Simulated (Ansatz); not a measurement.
Take Ge (space group Ia-3, No. 206; a cell from a computed database, its experimental status unchecked) as the base.

```
CELL_PARAMETERS angstrom
     -3.46863     3.46863     3.46863
      3.46863    -3.46863     3.46863
      3.46863     3.46863    -3.46863
ATOMIC_POSITIONS crystal
  Ge 0.50000 0.00000 0.79579
  Ge 0.50000 0.00000 0.20421
  Ge 0.70421 0.70421 0.70421
  Ge 0.29579 0.29579 0.29579
  Ge 0.00000 0.79579 0.50000
  Ge 0.00000 0.20421 0.50000
  Ge 0.79579 0.50000 0.00000
  Ge 0.20421 0.50000 0.00000
```

All numbers come from plane-wave PAW DFT at the PBEsol level (Ansatz, a quantum-chemistry and plane-wave program, 420 eV), scalar-relativistic without spin-orbit coupling.

Base values:

```
Quantity               Value
-------------------  -------
Lattice parameter a  6.937 Å
Band gap                zero
```

Perturbation: cell and atoms relaxed at a pressure of 0.7 GPa.

What happens to the lattice parameter a?

The lattice parameter a shrinks by 0.0237 Å (6.937 Å → 6.914 Å).

How does this affect the band gap?

The band gap is still zero.

Load acts through the strain it causes; cell and atoms are relaxed under it. No phonon test of stability was made. This is not the structure that Ge has at room temperature and ambient pressure.
